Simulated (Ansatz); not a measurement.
Consider Sn in the diamond structure (space group Fd-3m, No. 227; a = 6.540 Å; relaxed with 0.1 eV smearing). Axes: x, y, z lie along the cube axes.

Computed with PBEsol (Ansatz, a quantum-chemistry and plane-wave program), no spin-orbit coupling.

Modification: the cell is stretched by 1.00 % along z with no lateral relaxation; the atoms relax in the strained cell.

Question: Predict the stress tensor and what it implies for the stiffness.

Answer: Stress of the strained cell less that of the base (GPa, compression positive):
```
   -0.3     0.0     0.0
    0.0    -0.3     0.0
    0.0     0.0    -0.6
```

Then −Δσ_ii/ε with ε = 0.0100 gives relaxed-ion elastic constants: C33 ≈ 61 GPa, C13 ≈ 30 GPa and C23 ≈ 30 GPa.

Stability against distortions was not tested.
